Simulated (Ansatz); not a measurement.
The reference is AlN in the wurtzite structure (space group P6_3mc, No. 186; a = 3.114 Å, c = 4.983 Å). Axes: x lies along a and z along c of the hexagonal cell.

Computed with PBEsol (Ansatz, a quantum-chemistry and plane-wave program; PAW; 420 eV plane waves; without spin-orbit coupling).

Strains are applied to the cell and any free atomic positions relax; under biaxial strain the out-of-plane vector relaxes too.

One change was made to it. Results:

The pressure (mean of the normal stresses, compression positive) decreases by 5.02 GPa, from 0.01 GPa to -5.01 GPa; the width of the top valence band increases by 0.09 eV, from 2.41 eV to 2.50 eV; the valence-band top at Γ (three highest levels, from the VBM) goes from 0.00, -0.22, -0.22 eV to 0.00, -0.45, -0.45 eV.

Task: What was done to the base?
A. biaxial strain +1.80 %, plane normal [001], relaxed out of plane
B. biaxial strain +1.20 %, plane normal [001], relaxed out of plane
C. biaxial strain +3.00 %, plane normal [001], relaxed out of plane
D. biaxial strain +2.40 %, plane normal [001], relaxed out of plane
E. biaxial strain +0.60 %, plane normal [001], relaxed out of plane

Result: A, biaxial strain +1.80 %, plane normal [001], relaxed out of plane. For comparison, the valence-band top at Γ in the other runs: biaxial strain +2.40 %, plane normal [001], relaxed out of plane gives 0.00, -0.52, -0.52 eV; biaxial strain +0.60 %, plane normal [001], relaxed out of plane gives 0.00, -0.30, -0.30 eV; biaxial strain +3.00 %, plane normal [001], relaxed out of plane gives 0.00, -0.58, -0.58 eV; biaxial strain +1.20 %, plane normal [001], relaxed out of plane gives 0.00, -0.38, -0.38 eV.

The levels and masses belong to the bands next to the band gap. Stability against distortions was not tested.
